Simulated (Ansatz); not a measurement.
# Effect of biaxial strain +1.00 %, plane normal [001], relaxed out of plane on BN

The parent structure is BN in the zinc blende structure (space group F-43m, No. 216; a = 3.6057 Å). Axes: x, y, z lie along the cube axes.

It is then changed as follows: biaxial strain +1.00 %, plane normal [001], relaxed out of plane (Cartesian); in-plane vectors clamped, the third vector and the atoms free.

Calculations: PBEsol (Ansatz, an electronic-structure program, PAW, scalar-relativistic without spin-orbit coupling). Γ-centred 16×16×16 mesh, Fermi–Dirac width 0.05 eV.

The volume per atom rises by 0.09 Å³ (5.86 Å³ → 5.95 Å³) and the space group goes from F-43m (No. 216) to I-4m2 (No. 119). The energy rises by 3.2 meV/atom and the pressure (mean of the normal stresses, compression positive) goes from zero to -5.73 GPa. The band gap falls by 0.275 eV to 4.02 eV and the gap character is indirect, Γ → M. The smallest direct gap drops by 0.23 eV to 8.58 eV and the electron mass becomes 0.84 mₑ along k, 0.29 mₑ across (at X) (base: 0.89 mₑ along k, 0.29 mₑ across (at X)). The valence-band top at Γ (three highest levels, from the VBM) goes from 0.00, 0.00, 0.00 eV to 0.00, -0.14, -0.14 eV and the valley order (the lowest conduction-band minima on the path, energy above the VBM, named in the base's zone) becomes X along [001] 4.02 eV; X along [100] 4.27 eV (base: X along ⟨100⟩ 4.30 eV). The out-of-plane strain comes out as -0.46 % and the ratio −ε⊥/ε∥ is 0.46.

Cost of the whole job for the changed cell (relaxation, final SCF and bands): about 22 core-seconds (a rough figure).

Effective masses come from finite differences of ±0.01 Å⁻¹. Along k means along the line from Γ to the band edge. Stability against distortions was not tested. k-point labels follow each cell's own Brillouin zone.
